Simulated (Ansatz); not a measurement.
GaAs under load (space group F-43m), r2SCAN with spin-orbit coupling, rigid bands (Ansatz, a program for electronic structure). Condition of this run: hydrostatic pressure of 2.4 GPa (compression positive) (the target of the relaxation). Band gap 1.15 eV, N_c = 4.52e17 cm⁻³ and N_v = 1.20e19 cm⁻³ at 300 K, conductivity masses of 0.0717 mₑ (electrons) and 0.383 mₑ (holes). Take k_BT = 0.02585 eV.

What built-in voltage has an abrupt junction with N_A = 1e17 and N_D = 1e17 cm⁻³, all dopants ionised?

V_bi = E_g/e − (k_BT/e) ln(N_c N_v/(N_A N_D)) = 1.15 − 0.02585 × 6.30 = 0.99 V, for the computed gap.

Find the intrinsic carrier density and the intrinsic Fermi level.

n_i = √(N_c N_v) exp(−E_g/2k_BT) = 2.33e18 × exp(−22.24) = 5.1e8 cm⁻³. The level lies (k_BT/2) ln(N_v/N_c) = 42 meV from mid-gap (positive towards the conduction band). Each 0.1 eV added to the gap lowers n_i by a factor of 6.9.

What thermal injection velocity √(2k_BT/πm) limits a ballistic channel?

2.01e7 cm/s for electrons and 8.69e6 cm/s for holes, a ratio of √(m_h/m_e) = 2.31, for dilute carriers.

Rigid bands with the computed gap; masses take one relaxation time for all states. Geometry: cell and atoms relaxed with PBEsol.
